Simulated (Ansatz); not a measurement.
fcc Yb, relaxed in Ansatz (plane waves) with several semilocal functionals. Each gives its own volume and its own bulk modulus:

| level | V0 (Å³/atom) | bulk modulus B0 (GPa) | ln V0 | ln B0 |
|---|---|---|---|---|
| LDA | 29.659 | 24.00 | 3.3898 | 3.1781 |
| PBEsol | 32.564 | 20.72 | 3.4832 | 3.0311 |
| PBE | 35.654 | 19.11 | 3.5739 | 2.9502 |

**Question.** Fit a straight line to ln B0 against ln V0. What does it predict for r²SCAN, whose volume is 35.182 Å³/atom?

**Answer.** With x = ln V0 and y = ln B0: means 3.48230 and 3.05313; Σ(Δx Δy) = -0.02101, Σ(Δx²) = 0.01695, so the slope is -1.24. At x = 3.5605 the line gives y = 3.05313 + (-1.24) × (3.5605 − 3.48230) = 2.9562, or 19.22 GPa. The run with r²SCAN gives 20.30 GPa, +5.6 % from the line. The rows used scatter about it by up to 2.1 %, while the largest value lies 26 % above the smallest. For comparison, PBE's own equation of state has B′ = 3.3, the slope −d ln B/d ln V at a fixed functional; the two needn't agree, since functionals also differ at one volume.

Measured: 16.3 GPa (measured, temperature not stated, no zero-point or thermal correction; as tabulated in doi:10.1007/BF02743909 (ytterbium under pressure), abstract).

Ansatz's density-functional and Hartree–Fock values are scalar-relativistic unless marked +SOC, with PAW data made under PBE.

Ansatz is a first-principles code.
